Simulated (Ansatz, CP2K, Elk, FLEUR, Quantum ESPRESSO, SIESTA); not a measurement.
# LuTlSe2 (R-3m, 4 atoms in the cell) computed with different codes at matched settings

Self-consistent single point.

```yaml
crystal:
  lattice:
    - [2.03954, 1.17753, 7.73832]
    - [-2.03954, 1.17753, 7.73832]
    - [0.00000, -2.35506, 7.73832]
  atoms:
    - { symbol: Lu, position: [0.00000, 0.00000, 0.00000] }
    - { symbol: Tl, position: [0.50000, 0.50000, 0.50000] }
    - { symbol: Se, position: [0.73314, 0.73314, 0.73314] }
    - { symbol: Se, position: [0.26686, 0.26686, 0.26686] }
```

All programs got the same cell, k-point mesh and kind of occupations (in Ansatz's words: kpoints.mp_grid.grid = 6 6 6; scf.occupations.method = fermi_dirac; scf.occupations.width = 0.02 eV); potentials, basis and cutoffs are each program's usual ones.

```tsv
code	model	pressure (GPa)	largest force (eV/Å)	gap on the mesh (eV)	k-points	cutoff
Quantum ESPRESSO	PBEsol, SSSP 1.1.2 efficiency (PBE) pseudopotentials	-1.50	0.092	0.875	32	50 Ry
SIESTA	GGA PBEsol, numerical atomic orbitals TZP, PseudoDojo PBEsol standard norm-conserving potentials (rewritten from UPF to PSML)	-2.00	0.284	1.044	132	grid 400 Ry
Elk	PBEsol, all-electron FP-LAPW, Elk's shipped species files, default APW+lo basis	–	–	0.886	32	default
Ansatz	PBEsol, PAW files made with PBE	-1.58	0.074	0.890	32	default
CP2K	PBEsol, GPW, DZVP-MOLOPT-SR-GTH basis, GTH-PBE potentials (GTH_POTENTIALS)	-0.49	0.113	0.811	112	grid 500 Ry
FLEUR	PBEsol, all-electron FLAPW (FLEUR), scalar-relativistic valence	–	0.106	0.935	32	Kmax 4.1 1/bohr
```

A dash marks a value that a program does not give, or that is left out as unsure.

Gaps are read on the mesh.

The spread over the programs that give each value: pressure within 1.51 GPa; largest force within 0.210 eV/Å; gap on the mesh within 0.233 eV.

The starting cell comes from a database of computed structures (which also holds hypothetical and non-ambient phases and stackings), without a prior relaxation at this level. On Ansatz's run: Spin-orbit coupling is off.

Task: Why do the programs differ, and what cannot be compared?

Result: Differences of this kind can come from the potentials, where these differ, and from what each basis and cutoff leave unconverged. The valence holds different numbers of electrons (Quantum ESPRESSO 50, SIESTA 70, Ansatz (a first-principles code) 70, CP2K 50, FLEUR 70). The zero of total energies and Fermi levels follows the potentials and each program's conventions, so they are not compared here. SIESTA and CP2K use small atom-centred bases, whose incompleteness enters pressures, forces and empty levels differently from a plane-wave cutoff. Elk and FLEUR treat all electrons, but the usual bases taken here (sphere radii, linearisation, local orbitals, empty states) were not tested for convergence, so the values are no reference for the others. Ansatz's pressure is given at a fixed set of plane waves, as the other plane-wave codes print theirs. The programs reduce the same mesh by symmetry to different extents, which changes the work and not the result. In the pressure, CP2K (by 1.04) lies more than 1 GPa from the median of the plane-wave programs. In the gap, SIESTA (by 0.161) lies more than 0.12 eV from the median of the plane-wave programs. In the force vectors, SIESTA (by 0.201) lies more than 0.08 eV/Å from the median of the plane-wave programs.

Left out of this page: ABINIT (stopped by limits of time or memory).

Keys are those of Ansatz 0.2.
